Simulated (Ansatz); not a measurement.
The reference is SiO2 (space group P3_221, No. 154).

```yaml
crystal:
  lattice:
    - [4.94899, 0.00000, 0.00000]
    - [-2.47450, 4.28595, 0.00000]
    - [0.00000, 0.00000, 5.44148]
  atoms:
    - { symbol: Si, position: [0.00000, 0.47043, 0.33333] }
    - { symbol: Si, position: [0.52957, 0.52957, 0.00000] }
    - { symbol: Si, position: [0.47043, 0.00000, 0.66667] }
    - { symbol: O, position: [0.26679, 0.41257, 0.21435] }
    - { symbol: O, position: [0.58743, 0.85422, 0.88102] }
    - { symbol: O, position: [0.73321, 0.14578, 0.45231] }
    - { symbol: O, position: [0.85422, 0.58743, 0.11898] }
    - { symbol: O, position: [0.41257, 0.26679, 0.78565] }
    - { symbol: O, position: [0.14578, 0.73321, 0.54769] }
```

Cartesian axes are those of the cell as printed.

All numbers come from PBEsol in Ansatz (plane waves to 420 eV, PAW, spin-orbit coupling left out).

Now apply this change: tensile biaxial strain of 3.00 % in the plane normal to [001], as in epitaxy on a mismatched substrate; the out-of-plane cell vector and the atoms relax.

Task: What happens to the ratio −ε⊥/ε∥?

Result: The ratio −ε⊥/ε∥ amounts to 0.12.

Task: Estimate the effect on the in-plane stress.

Result: The mean in-plane stress (compression positive) comes out as -2.0 GPa.

Stability against distortions was not tested.

Ansatz is a quantum-chemistry and plane-wave program.
